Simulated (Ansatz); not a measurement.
**Li2Se, response to strain**

Start from Li₂Se in the anti-fluorite structure (space group Fm-3m, No. 225; a = 5.9448 Å).

Strains are applied to the cell and any free atomic positions relax.

Level of theory: PBEsol (Ansatz, an electronic-structure program), without spin-orbit coupling.

Candidates:
(a) isotropic strain +2.50 %
(b) isotropic strain +1.00 %
(c) isotropic strain −0.50 %
(d) isotropic strain +3.00 %

Notes on the quantities. energy relative to the base: free energy F.

**Question.** Order them by energy relative to the base, highest first.

**Answer.** (d) isotropic strain +3.00 % (+14 meV/atom), (a) isotropic strain +2.50 % (+10 meV/atom), (b) isotropic strain +1.00 % (+1.7 meV/atom), (c) isotropic strain −0.50 % (+0.4 meV/atom)

Stability against distortions was not tested.
